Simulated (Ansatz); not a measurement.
B2O3 (model structure, started from the corundum type, R-3c, No. 167, 10 atoms in the cell)

Method: r²SCAN+rVV10 (Ansatz, an electronic-structure program, PAW).

Settings: plane-wave cutoff 560 eV, 10×10×10 k mesh, Fermi–Dirac smearing 0.01 eV, scalar-relativistic PAW data made under PBE.

Cell (relaxed at this level):

```yaml
crystal:
  lattice:
    - [2.17502, 1.25575, 5.88707]
    - [-2.17502, 1.25575, 5.88707]
    - [0.00000, -2.51149, 5.88707]
  atoms:
    - { symbol: B, position: [0.41524, 0.41524, 0.41524] }
    - { symbol: B, position: [0.08476, 0.08476, 0.08476] }
    - { symbol: B, position: [0.58476, 0.58476, 0.58476] }
    - { symbol: B, position: [0.91524, 0.91524, 0.91524] }
    - { symbol: O, position: [0.62624, 0.87376, 0.25000] }
    - { symbol: O, position: [0.25000, 0.62624, 0.87376] }
    - { symbol: O, position: [0.87376, 0.25000, 0.62624] }
    - { symbol: O, position: [0.37376, 0.12624, 0.75000] }
    - { symbol: O, position: [0.75000, 0.37376, 0.12624] }
    - { symbol: O, position: [0.12624, 0.75000, 0.37376] }
```

band gap: 5.43 eV (on the SCF k mesh)

Note: the relaxation could raise the start's symmetry but not lower it, so the cell can be a saddle point.

Computed values are for the static lattice.

The result took about 16 core-minutes (a rough figure).

A model structure was made by putting elements into a prototype or built by hand; it is no filed structure, need not be a known phase, and can be a saddle point held by its symmetry.
